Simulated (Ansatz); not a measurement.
MoPt (space group Pmma, No. 51; a cell from a computed database, its experimental status unchecked)

```
MoPt
1.0
    4.45501     0.00000     0.00000
    0.00000     2.71876     0.00000
    0.00000     0.00000     4.91323
Mo Pt
2 2
Direct
  0.25000   0.00000   0.16390
  0.75000   0.00000   0.83610
  0.25000   0.50000   0.66450
  0.75000   0.50000   0.33550
```

Method: plane-wave PAW DFT at the PBEsol level (Ansatz, a first-principles code, 420 eV), scalar-relativistic without spin-orbit coupling. k-mesh 11×17×10 (Γ-centred); smearing 0.05 eV (Fermi–Dirac).

| Property | Result |
|---|---|
| Volume per atom | 14.88 Å³ |
| Density | 16.24 g/cm³ |
| Band gap | zero |
| Total energy | -8641.002 eV/atom (σ→0; compares only within this code and set-up) |

No phonon test of stability was made. All final runs are without spin polarisation.
